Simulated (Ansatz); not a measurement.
The starting structures come from a database of crystals and need not be the phases stable at ambient conditions.

The decay constant κ of evanescent states in the gap governs leakage through a thin film.

Consider the following.

```xyz
6
Lattice="5.6133 0.0000 0.0000 2.8066 5.2425 0.0000 2.8066 0.0000 2.8066" Properties=species:S:1:pos:R:3 pbc="T T T"
Nb     8.4199     2.4549     2.8066
Nb     7.0166     5.0761     1.4033
N      7.0166     3.1256     1.4033
N      8.4199     0.5043     2.8066
O      8.4199     4.9047     2.8066
O      4.2100     2.2834     1.4033
```

Space group of this cell: I4_1md. The cell is taken as given; by PBEsol its mean pressure is -10.8 GPa.

Transport runs along the normal of the first two printed cell vectors, the (110) plane of the conventional cell.

No gap correction and no spin-orbit coupling; mid-gap values are interpolated between computed energies.

### Question
Estimate the band gap and the smallest decay constant κ at mid-gap that PBEsol in Ansatz (an electronic-structure program) returns for this system.

### Answer
Gap 1.03 eV on a 10×10×10 mesh; κ = 0.159 1/Å, at the zone centre.
